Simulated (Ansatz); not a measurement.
## HgS, thickness series

Start from HgS in the zinc blende structure (space group F-43m, No. 216).

```yaml
crystal:
  lattice:
    - [0.00000, 2.93799, 2.93799]
    - [2.93799, 0.00000, 2.93799]
    - [2.93799, 2.93799, 0.00000]
  atoms:
    - { symbol: Hg, position: [0.00000, 0.00000, 0.00000] }
    - { symbol: S, position: [0.75000, 0.75000, 0.75000] }
```

Cartesian axes are those of the cell as printed.

Free-standing slabs (2 atom(s) a layer) normal to [110] with 15 Å of vacuum; in-plane cell held at bulk.

The values are results of DFT with PBEsol, PAW potentials and a 420 eV plane-wave cutoff in Ansatz (a quantum-chemistry and plane-wave program), without spin-orbit coupling, earlier PAW set, not measurements.

Computed cases, in order: 1 layer; 2 layers; 3 layers; 4 layers; 5 layers; 6 layers; 7 layers.

Problem. Between which two neighbouring cases does the gap turn between direct and indirect?

Solution. Between 1 layer (1.97 eV, indirect, U → Γ) and 2 layers (1.18 eV, direct at Γ). The whole series: 1 layer: 1.97 eV, indirect, U → Γ; 2 layers: 1.18 eV, direct at Γ; 3 layers: 0.84 eV, direct at Γ; 4 layers: 0.70 eV, direct at Γ; 5 layers: 0.50 eV, direct at Γ; 6 layers: 0.41 eV, direct at Γ; 7 layers: 0.30 eV, direct at Γ.

Spin-orbit coupling, missing from the scalar runs, can matter with Hg. Stability against distortions was not tested. All final runs are without spin polarisation. Labels are those of the standard path for the cell's own space group.
